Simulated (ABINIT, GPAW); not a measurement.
An ABINIT input for a self-consistent single point of GaNi (Pm-3m, 2 atoms in the cell) (DFT, LDA (PW92), plane waves, norm-conserving pseudopotentials (PseudoDojo nc-sr-04 LDA standard)):

```
# GaNi, PseudoDojo nc-sr-04 LDA standard
pp_dirpath "./"
pseudos "Ga.upf, Ni.upf"
acell 2.8830470000 2.8830470000 2.8830470000 Angstrom
rprim
         1.0000000000    0.0000000000    0.0000000000
         0.0000000000    1.0000000000    0.0000000000
         0.0000000000    0.0000000000    1.0000000000
natom 2
ntypat 2
znucl 31 28
typat 1 2
xred
         0.0000000000    0.0000000000    0.0000000000
         0.5000000000    0.5000000000    0.5000000000
ecut 49 Ha
ixc 7
occopt 7
tsmear 0.136 eV
nband 22
kptopt 1
ngkpt 9 9 9
nshiftk 1
shiftk 0 0 0
nstep 50
tolvrs 1.0e-11
prtwf 0
prtden 0
enunit 1
```

Problem. Translate this input to GPAW.

Solution. This is the input that was run; spellings and numerical settings could be chosen otherwise.

```python
from ase import Atoms
from ase.units import GPa
from gpaw import GPAW

atoms = Atoms(['Ga', 'Ni'],
              cell=[[2.883047, 0.000000, 0.000000],
                    [0.000000, 2.883047, 0.000000],
                    [0.000000, 0.000000, 2.883047]],
              positions=[[0.000000, 0.000000, 0.000000],
                         [1.441523, 1.441523, 1.441523]],
              pbc=True)

calc = GPAW(mode={'name': 'pw', 'ecut': 850},
            xc='LDA',
            kpts=(9, 9, 9),
            occupations={'name': 'methfessel-paxton', 'width': 0.136, 'order': 0},
            nbands=-8,
            convergence={'forces': 0.001},
            symmetry={'symmorphic': False, 'tolerance': 0.0005},
            maxiter=100,
            txt='-')

atoms.calc = calc

energy = atoms.get_potential_energy()
print('Energy (eV):', round(energy, 6))
forces = atoms.get_forces()
print('Forces (eV/Ang):')
print(forces.round(5))
stress = atoms.get_stress()
print('Stress (GPa, Voigt):', (stress / GPa).round(4))
```

Basis settings and potentials, where a program has them, do not carry over. This input uses DFT LDA (Perdew-Wang 92), plane waves, GPAW PAW datasets LDA (gpaw-data 1.0.1). LDA parametrisations can differ slightly between programs. Both were run: pressure -7.70 GPa in ABINIT and -5.59 in GPAW.

On GPAW: the starting cell comes from a database of computed structures (which also holds hypothetical and non-ambient phases and stackings), without a prior relaxation at this level. Its lattice was rescaled by a random factor within 2.5 % of one. Spin polarisation is off. With a pressure of about -6 GPa the cell is away from its equilibrium volume at this level.

On ABINIT: the starting cell comes from a database of computed structures (which also holds hypothetical and non-ambient phases and stackings), without a prior relaxation at this level. Its lattice was rescaled by a random factor within 2.5 % of one. Spin polarisation is off. With a pressure of about -8 GPa the cell is away from its equilibrium volume at this level.
